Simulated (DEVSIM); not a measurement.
Device: abrupt GaAs n-p junction, at 300 K.

Layer 1 from the left is GaAs, thickness (μm) 1.30, Nd (cm⁻³) 1.9e16, τn (s) 7.5e-8, τp (s) 7.5e-8. Layer 2 from the left is GaAs, thickness (μm) 21.0, Na (cm⁻³) 9.7e17, τn (s) 7.5e-8, τp (s) 7.5e-8.

Left contact: ohmic. Right contact: ohmic. Voltage is applied to the left contact. Recombination: SRH at mid-gap, Auger. Mobility is μmin + (μ − μmin)/(1 + (N/Nref)^α).

Constants are typed, rounded textbook-type inputs, not results; the design itself was drawn at random and stands for no fabricated device. Values at 300 K.

GaAs: gap (eV) 1.424, affinity (eV) 4.07, permittivity 12.9, Nc (cm⁻³) 4.7e17, Nv (cm⁻³) 9e18, μn (cm²/Vs) 8500, μp (cm²/Vs) 400, μn,min 500, μp,min 20, Nref,n 6e16, Nref,p 1.5e17, αn 0.39, αp 0.38, Cn (cm⁶/s) 1e-30, Cp (cm⁶/s) 1e-30.

Question: Estimate by hand the built-in potential, the peak field at zero bias, the capacitance at 0.6 V, and compare with a numerical solution.

Answer: 
- Built-in potential: ni = √(Nc Nv) exp(−Eg/2kT) = 2250000 cm⁻³ with Eg = 1.424 eV; Vbi = kT/q ln(Na Nd/ni²) = 1.283 V; numerical 1.283 V.
- Peak field at zero bias: depletion approximation: W = √(2εVbi/(qN)) = 0.313 μm with N = 1.86e16 cm⁻³; field = 2Vbi/W = 81900 V/cm; numerical 86400 V/cm (estimate below by 5.2 %).
- Capacitance at 0.6 V: C = √(qεN / 2(Vbi + |V|)) = 30.1 nF/cm²; numerical 30.6 nF/cm² (estimate below by 1.5 %).

DEVSIM, 1D drift-diffusion, Boltzmann statistics, complete ionisation; no tunnelling, impact ionisation, image-force lowering or self-heating.
